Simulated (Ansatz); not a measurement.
ZnS under load (space group I-4m2): band-edge transport data

Input:

```
ZnS
1.0
    0.00000     2.77375     2.55904
    2.77375     0.00000     2.55904
    2.77375     2.77375     0.00000
Zn S
1 1
Direct
  0.00000   0.00000   0.00000
  0.25000   0.25000   0.25000
```

Method: r2SCAN with spin-orbit coupling, rigid bands (plane waves, PAW; Ansatz, a first-principles code). Condition of this run: biaxial stress in (001) of -3 GPa (compression positive) (the target of the relaxation). Geometry: cell and atoms relaxed with PBEsol, then loaded as said.

```json
{
 "band_gap": "2.49 eV",
 "electron conductivity mass (300 K, dilute)": "0.20 mₑ",
 "hole conductivity mass (300 K, dilute)": "0.78 (x), 0.78 (y), 0.42 (z) mₑ",
 "effective density of states N_c (300 K)": "2.2e18 cm⁻³",
 "effective density of states N_v (300 K)": "1.1e19 cm⁻³",
 "density_of_states_mass_electrons": "0.197 mₑ",
 "density_of_states_mass_holes": "0.59 mₑ",
 "Seebeck coefficient, n-type 1e19 cm⁻³, 300 K": "-115 μV/K",
 "Seebeck coefficient, p-type 1e19 cm⁻³, 300 K": "254 μV/K"
}
```

Rigid bands; masses and Seebeck coefficients take one relaxation time τ for all states and one kind of carrier; polarons and phonon drag are left out. Geometry: cell and atoms relaxed with PBEsol.
